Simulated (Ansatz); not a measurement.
Start from SnO (space group P4/nmm, No. 129; a = 3.769 Å, c = 4.557 Å; layered, stacked along the Cartesian z axis; relaxed with 0.1 eV smearing).

Calculations: Ansatz (a program for electronic structure) PBEsol-D3(BJ), no SOC.

Strains are applied to the cell and any free atomic positions relax.

One change was made to it. Results:

The largest internal atomic displacement is 0.026 Å; the pressure (mean of the normal stresses, compression positive) goes from zero to -1.9 GPa; the energy goes up by 3.6 meV/atom.

### Question
What was done to the base?
A) isotropic strain +1.80 %
B) isotropic strain +1.20 %
C) isotropic strain +0.60 %

### Answer
B, isotropic strain +1.20 %. For comparison, the energy relative to the base in the other runs: isotropic strain +1.80 % gives +8.0 meV/atom; isotropic strain +0.60 % gives +0.9 meV/atom.

Whether these cells are dynamically stable was not tested. All final runs are without spin polarisation.
